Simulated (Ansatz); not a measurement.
**SrTiO3: carrier doping**

The parent structure is SrTiO$_{3}$ in the cubic perovskite structure (space group Pm-3m, No. 221).

```cif
data_O3SrTi
_chemical_formula_sum 'Sr1 Ti1 O3'
_space_group_name_H-M_alt 'P 1'
_space_group_IT_number 1
_cell_length_a 3.90753
_cell_length_b 3.90753
_cell_length_c 3.90753
_cell_angle_alpha 90.000
_cell_angle_beta 90.000
_cell_angle_gamma 90.000
loop_
_space_group_symop_operation_xyz
  'x, y, z'
loop_
_atom_site_label
_atom_site_type_symbol
_atom_site_fract_x
_atom_site_fract_y
_atom_site_fract_z
_atom_site_occupancy
Sr1 Sr 0.00000 0.00000 0.00000 1
Ti1 Ti 0.50000 0.50000 0.50000 1
O1 O 0.00000 0.50000 0.50000 1
O2 O 0.50000 0.50000 0.00000 1
O3 O 0.50000 0.00000 0.50000 1
```

Carriers are added at fixed cell with a uniform background; the Fermi–Dirac width is that of 300 K.

The values are results of r2SCAN, PAW, 500 eV (Ansatz, an electronic-structure program; no spin-orbit coupling), earlier PAW set, not measurements.

Candidates:
(a) electrons 5.0×10^21 cm⁻³
(b) electrons 2.0×10^21 cm⁻³
(c) electrons 3.0×10^21 cm⁻³

Before the change:

```
Item                           Result
----------------------------  -------
Gap between the host's bands  2.27 eV
```

### Question
Order them by gap between the host's bands, lowest first.

### Answer
(b) electrons 2.0×10^21 cm⁻³ (2.43 eV), (c) electrons 3.0×10^21 cm⁻³ (2.52 eV), (a) electrons 5.0×10^21 cm⁻³ (2.69 eV)

Charged cell with a jellium background: band edges are those of the host's band count, energies are not comparable with the neutral cell, and many-body gap narrowing is missing. No phonon test of stability was made. All final runs are without spin polarisation. Many cubic perovskites are stable only at high temperature; tilts and polar distortions were not tested.
